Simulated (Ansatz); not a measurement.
# Effect of pressure 7.5 GPa on BN

Base system: BN in the zinc blende structure (space group F-43m, No. 216; a = 3.6241 Å).

Modification: a hydrostatic pressure of 7.5 GPa.

All numbers come from Kohn–Sham DFT with the PBE functional, run in Ansatz (a program for electronic structure) with PAW and 420 eV plane waves, no spin-orbit coupling, earlier PAW set. Settings: 16×16×16 k-points, 0.05 eV Fermi–Dirac smearing.

```csv
quantity,base,changed,shift
density,3.46 g/cm³,3.53 g/cm³,+0.07 g/cm³
lattice parameter a,6.849 bohr,6.804 bohr,-0.0444 bohr
enthalpy H = E + PV relative to the base's energy,–,+0.28 eV/atom,–
band gap,4.46 eV,4.48 eV,+0.02 eV
gap character,"indirect, Γ → X","indirect, Γ → X",–
smallest direct gap,8.79 eV,8.88 eV,+0.09 eV
mean gap deformation potential ΔEg/Δln V,–,-1.1 eV,–
width of the top valence band,6.45 eV,6.59 eV,+0.14 eV
electron mass,"0.91 mₑ along k, 0.30 mₑ across (at X)","0.91 mₑ along k, 0.30 mₑ across (at X)",–
```

Final structure:

```yaml
crystal:
  lattice:
    - [0.00000, 1.80029, 1.80029]
    - [1.80029, 0.00000, 1.80029]
    - [1.80029, 1.80029, 0.00000]
  atoms:
    - { symbol: N, position: [0.75000, 0.75000, 0.75000] }
    - { symbol: B, position: [0.00000, 0.00000, 0.00000] }
```

Cost of the whole job for the changed cell (relaxation, final SCF and bands): about 9 core-seconds (a rough figure).

Load acts through the strain it causes; cell and atoms are relaxed under it. Effective masses come from finite differences of ±0.01 Å⁻¹. Along k means along the line from Γ to the band edge. No phonon test of stability was made. No other phases were tried under pressure.
